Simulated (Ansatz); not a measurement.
For SnSe₂ (model structure, started from the rutile type, P4₂/mnm, No. 136, 6 atoms in the cell), PBE (Ansatz, a program for electronic structure, plane waves, PAW) gives:

```
Property               Value
-------------------  -------
lattice parameter a  6.564 Å
lattice parameter c  4.024 Å
```

Task: What does PBE-D3(BJ) (plane waves, PAW; Ansatz) give for the same quantities?

Result: 
- lattice constant a: 6.420 Å (shrinks by 2.2 %)
- lattice parameter c: 4.020 Å (decreases by 0.1 %)

Changes are worked out from the printed values.

Unless a cell is named, each level is at its own relaxed cell (PBE 28.90, PBE-D3(BJ) 27.61 Å³/atom).

Ansatz's density-functional and Hartree–Fock values are scalar-relativistic unless marked +SOC, with PAW data made under PBE.

A model structure was made by putting elements into a prototype or built by hand; it is no filed structure, need not be a known phase, and can be a saddle point held by its symmetry.
